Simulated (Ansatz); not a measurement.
The parent structure is Ge (space group I4/mmm, No. 139; a = 6.948 Å, c = 4.011 Å; a hypothetical phase, not in the database extracts checked).

Level of theory: plane-wave PAW DFT at the PBEsol level (Ansatz, an electronic-structure program, 420 eV), no spin-orbit coupling.

Base values:

Lattice parameter a: 6.948 Å
c/a ratio: 0.577

The change: cell and atoms relaxed at a pressure of 5 GPa.

Task: What happens to the lattice parameter a and c/a ratio?

Result: The lattice parameter a falls by 0.172 Å to 6.776 Å; the c/a ratio rises by 0.0035, from 0.577 to 0.581.

Load acts through the strain it causes; cell and atoms are relaxed under it. Stability against distortions was not tested. No other phases were tried under pressure.
